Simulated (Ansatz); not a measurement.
Take Ta2Se (space group P4/nmm, No. 129; layered, stacked along the Cartesian z axis) as the base.

```
CELL_PARAMETERS angstrom
      3.36664     0.00000     0.00000
      0.00000     3.36664     0.00000
      0.00000     0.00000    10.00063
ATOMIC_POSITIONS crystal
  Ta 0.50000 0.00000 0.76098
  Ta 0.00000 0.50000 0.23902
  Ta 0.00000 0.50000 0.92382
  Ta 0.50000 0.00000 0.07618
  Se 0.00000 0.50000 0.64000
  Se 0.50000 0.00000 0.36000
```

Method: r2SCAN+rVV10 (Ansatz, an electronic-structure program; PAW; 500 eV plane waves; without spin-orbit coupling).

Before the change:

| Item | Value |
|---|---|
| Volume per atom | 18.89 Å³ |
| c/a ratio | 2.971 |

It is then changed as follows: Ru takes the place of Se on all its sites, then cell and atoms are relaxed.

Question: Estimate the effect on the volume per atom.

Answer: The volume per atom shrinks by 2.45 Å³ (18.89 Å³ → 16.44 Å³).

Question: How does this affect the c/a ratio?

Answer: The c/a ratio grows by 0.091 to 3.062.

No phonon test of stability was made. As relaxed here, Ta2Ru is a hypothetical phase, not in the database extracts checked. The final runs are not spin-polarised.
